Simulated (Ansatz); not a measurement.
Pressure series in hypothetical diamond Ag

The parent structure is Ag in the diamond structure (space group Fd-3m, No. 227; a = 6.038 Å; a hypothetical phase, not in the database extracts checked).

Cell and atoms are relaxed at each pressure.

Method: Ansatz (an electronic-structure program), PBEsol, PAW, cutoff 420 eV, without spin-orbit coupling.

Notes on the quantities. enthalpy: H = E + PV relative to the base's energy.

| variant | enthalpy | density |
|---|---|---|
| base | – | 6.51 g/cm³ |
| pressure −2 GPa | -0.35 eV/atom | 6.15 g/cm³ |
| pressure −1 GPa | -0.17 eV/atom | 6.34 g/cm³ |
| pressure 0.3 GPa | +0.05 eV/atom | 6.55 g/cm³ |
| pressure 0.7 GPa | +0.12 eV/atom | 6.61 g/cm³ |
| pressure 1.5 GPa | +0.25 eV/atom | 6.73 g/cm³ |
| pressure 3 GPa | +0.50 eV/atom | 6.92 g/cm³ |
| pressure 5 GPa | +0.82 eV/atom | 7.14 g/cm³ |
| pressure 7.5 GPa | +1.20 eV/atom | 7.38 g/cm³ |
| pressure 10 GPa | +1.58 eV/atom | 7.60 g/cm³ |

Load acts through the strain it causes; cell and atoms are relaxed under it. Stability against distortions was not tested. No other phases were tried under pressure.
